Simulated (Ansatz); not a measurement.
# Worked example: self-consistent single point of Rb (Im-3m, 1 atom in the cell) in Ansatz

Computed with PBE (plane waves, PAW; Ansatz, a program for electronic structure).

Input:

Ansatz 0.2 input:
```yaml
crystal:
  lattice:
    - [-2.782625, 2.782625, 2.782625]
    - [2.782625, -2.782625, 2.782625]
    - [2.782625, 2.782625, -2.782625]
  atoms:
    - { symbol: Rb, position: [0.000000, 0.000000, 0.000000] }
basis:
  ecutwfc: 30.9 Ry
kpoints:
  mp_grid: { grid: [11, 11, 11] }
hamiltonian:
  xc: pbe
  pseudopotentials: { kind: paw }
scf:
  occupations: { method: gaussian, width: 0.02 Ry }
output:
  forces: true
  eigenvalues: true
  stress: true
```

Output, abridged:

```
WARN ansatz: RAYON_NUM_THREADS=1 ignored (pool sized by the plan → 1); use --threads N
Pseudopotentials: kind: paw
Pseudopotential: Rb, paw, valence charge 9
Crystal: 1 atoms, lattice volume = 86.183 Å³
Basis set: ecut = 420.4159175005146 eV, 1721 PW (Γ), exchange–correlation on 72×72×72 points (8 copies of the dense FFT grid, shifted against one another)
Bands: 9, of which v1, the nominal top of the filled ones, is band 5 counted from 1 (4 counted from 0)
Symmetry: 48 space group operations
Space group: Im-3m (ITA 229), of the structure as read, at distance tolerance 4.4e-5 Å
k-points: 56 of 1331
Initial density: superposition of atomic densities (neutral atoms: chi_scale 0, normalization atom), corrected by the library's trained network
Initial wavefunctions: pseudopotential atomic-orbital guess
Eigensolver: davidson
Functional: x = pbe(κ = 0.804, μ = 0.2195149727645171), c = pbe(β = 0.06672455060314922)
SCF iter   1: F=—  HF=-3267.363074 eV  |F-HF|=—  |Δ(HF+E_count)|=         —  Δρ=1.32e-4  dr2=1.26e-5  ethr=1.77e-3  ⟨swp⟩=7.0  Hψ=3914  notcnv=0
all-band conjugate gradients solve this SCF's bands
preconditioner: auto → Kerker (q_TF=auto, 1.872 Å⁻¹)
SCF iter   2: F=—  HF=-3267.363846 eV  |F-HF|=—  |Δ(HF+E_count)|=   7.73e-4  Δρ=8.12e-5  dr2=3.20e-6  ethr=1.40e-7  ⟨swp⟩=3.6  Hψ=1531  notcnv=0
SCF iter   3: F=—  HF=-3267.363848 eV  |F-HF|=—  |Δ(HF+E_count)|=   1.77e-6  Δρ=3.27e-5  dr2=8.05e-7  ethr=3.56e-8  ⟨swp⟩=2.8  Hψ=774  notcnv=0
iter 4 did not close the SCF: its close was put off for the readings that it lacked (scf_convergence_deferred on its scf_iter line)
SCF iter   4: F=-3267.363850 eV  HF=-3267.363850 eV  |F-HF|=6.00e-8  |Δ(HF+E_count)|=   1.87e-6  Δρ=6.27e-6  dr2=4.26e-8  ethr=8.94e-9  ⟨swp⟩=2.8  Hψ=774  notcnv=0
iter 5 did not close the SCF: its close was put off for the readings that it lacked (scf_convergence_deferred on its scf_iter line)
SCF iter   5: F=-3267.363850 eV  HF=-3267.363850 eV  |F-HF|=5.91e-9  |Δ(HF+E_count)|=   6.57e-8  Δρ=1.53e-6  dr2=2.80e-9  ethr=4.74e-10  ⟨swp⟩=2.8  Hψ=718  notcnv=0
SCF iter   6: F=-3267.363850 eV  HF=-3267.363850 eV  |F-HF|=1.33e-10  |Δ(HF+E_count)|=   6.47e-9  Δρ=5.86e-7  dr2=3.18e-10  ethr=3.11e-11  ⟨swp⟩=2.9  Hψ=2340  notcnv=0
SCF 1 converged in 6 iterations: F = -3267.363850 eV  dr2 = 3.18e-10
SCF converged after 6 iterations
Free energy (F): -3267.363850 eV
Harris-Foulkes:  -3267.363850 eV  (|F-HF|=1.33e-10)
Internal energy: -3267.331489 eV  (E = F + TS)
E sigma→0 (E₀):  -3267.347670 eV
Entropy (-TS):   -0.032361 eV (-32.361 meV/atom)
Fermi energy:    2.176285 eV
--- Per-component energies (eV) ---
  E_band       = -116.641782
  E_kinetic    = 190.882222
  E_local      = -697.337838  (includes V_loc(G=0)·N_el)
  E_nonlocal   = 173.626672
  E_hartree    = 194.214112
  E_xc         = -129.332370
  E_vxc        = -135.261265  (∫ρ·V_xc dr)
  E_paw        = -2618.026990  (= ΣΔE_a)
  E_vpaw       = -36.979981  (= ΣTr[D̂ρ^β])
  E_aug_tail   = -0.000001  (compensation charges beyond the density's cutoff)
  E_ewald      = -381.357297
  E_smearing   = -0.032361  (= −TS)
  E_closure    = 0.000000  (closes the sum)
  Σ components = -3267.363850   (vs F -3267.363850, Δ=0.00e0)
--- Forces (eV/Å), atoms counted from 1 ---
  atom   1  Rb     0.00000000    -0.00000000     0.00000000
  max |Σ_I F_I| component: 2.63e-31 eV/Å
--- Stress (GPa, compression-positive) ---
        0.175690       0.000000       0.000000
        0.000000       0.175690       0.000000
        0.000000       0.000000       0.175690
  P = ⅓ Tr σ = 0.1757 GPa (1.757 kbar)
  The stress holds the Pulay correction. Without it, at fixed plane waves, as pw.x and ABINIT print it: P = 0.1756 GPa
--- Band table (eV; the first three rows and the last of 56) ---
  k-point 0: bands = ["-26.6974", "-10.7340", "-10.7340", "-10.7340", "0.1319", "5.9049", "5.9049", "5.9049", "6.8754"]
  k-point 1: bands = ["-26.6969", "-10.7435", "-10.7371", "-10.7340", "0.2345", "5.7476", "5.7627", "6.0007", "6.6690"]
  k-point 2: bands = ["-26.6958", "-10.7685", "-10.7453", "-10.7341", "0.5340", "5.1909", "5.4544", "6.2845", "6.6144"]
  k-point 55: bands = ["-26.6878", "-10.8161", "-10.8145", "-10.8145", "3.3402", "3.4331", "5.4516", "5.5351", "5.5351"]
```

The run converged in 6 iterations.

The starting cell has typed, rounded lattice constants, without a prior relaxation at this level. Its lattice was rescaled by a random factor within 2.5 % of one. Ansatz's pressure includes its estimate of the finite-basis (Pulay) stress.
